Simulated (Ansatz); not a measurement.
The structure below was relaxed with DFT with PBEsol-D3(BJ), PAW potentials and a 420 eV plane-wave cutoff in Ansatz (a program for electronic structure), without spin-orbit coupling, at pressure −2 GPa.

```
CELL_PARAMETERS angstrom
      3.12667     0.00000     0.00000
     -1.56333     2.70777     0.00000
      0.00000     0.00000    11.99301
ATOMIC_POSITIONS crystal
  Mo 0.66667 0.33333 0.25000
  Mo 0.33333 0.66667 0.75000
  S  0.66667 0.33333 0.88018
  S  0.33333 0.66667 0.38018
  S  0.33333 0.66667 0.11982
  S  0.66667 0.33333 0.61982
```

Task: Find the space group and the Wyckoff positions.

Result: Space group P6₃/mmc (No. 194); a = 3.127 Å, b = 3.127 Å, c = 11.993 Å, α = 90.00°, β = 90.00°, γ = 120.00°

| atom | site | symmetry | x | y | z |
|---|---|---|---|---|---|
| Mo | 2d | -6m2 | 0.6667 | 0.3333 | 0.2500 |
| S | 4f | 3m. | 0.3333 | 0.6667 | 0.1198 |

Task: Describe the coordination.

Result: The crystal has 6 atoms in its conventional cell. Lattice parameters: a = b = 3.1267 Å, c = 11.9930 Å, α = β = 90.00°, γ = 120.00°. Mo is surrounded by 6 S at 2.387 Å (trigonal prismatic). S has 3 Mo at 2.387 Å (trigonal pyramidal). (Neighbours: up to the widest gap in distance over summed covalent radii, below 1.35, at either atom; cation-cation and far metal-metal contacts left out.)

Load acts through the strain it causes; cell and atoms are relaxed under it. No phonon test of stability was made. The cell was made from MoS$_{2}$ (space group P6_3/mmc, No. 194; layered, stacked along the Cartesian z axis) by this change: pressure −2 GPa.
